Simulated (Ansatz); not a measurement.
The starting structures come from a database of crystals and need not be the phases stable at ambient conditions.

 Where the default PAW files enter, the runs use the earlier of Ansatz's two default sets.

By LDA, the system below comes out a metal.

The ballistic (Sharvin) conductance counts the channels at the Fermi level: G/A = (e²/h) × channels of both spins per area.

Consider the following.

```xyz
3
Lattice="3.0700 0.0000 0.0000 0.0000 4.6784 0.0000 1.5350 0.0000 2.6587" Properties=species:S:1:pos:R:3 pbc="T T T"
W      1.5350     1.1868     0.8862
W      3.0701     3.4917     1.7725
C      0.0000     0.0000     0.0000
```

Space group of this cell: P-3m1. The cell is taken as given; by LDA its mean pressure is -15.4 GPa.

The current flows along the normal of the first two printed cell vectors, the (100) plane of the conventional cell. No spin-orbit coupling; the value is a mean over 0.1 eV about the Fermi level.

**Question.** Compute, with LDA in Ansatz (a first-principles code), the ballistic conductance per area.

**Answer.** 0.92 × 10¹⁵ S/m² for both spins.
